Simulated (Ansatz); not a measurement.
Start from VBiO4 (space group I4_1/a, No. 88; a = 5.1210 Å, c = 11.6231 Å).

Method: Ansatz (an electronic-structure program), r2SCAN, PAW, cutoff 500 eV, no spin-orbit coupling, earlier PAW set.

Base values:

The lattice parameter a comes out as 9.677 bohr.

Now apply this change: cell and atoms relaxed at a pressure of 9 GPa.

How does this affect the lattice parameter a?

The lattice parameter a drops by 0.1525 bohr, from 9.677 bohr to 9.525 bohr.

Load acts through the strain it causes; cell and atoms are relaxed under it. No phonon test of stability was made. No other phases were tried under pressure. Starting moments died away, wholly or in part, for the base; another magnetic solution may exist. The final runs are not spin-polarised.
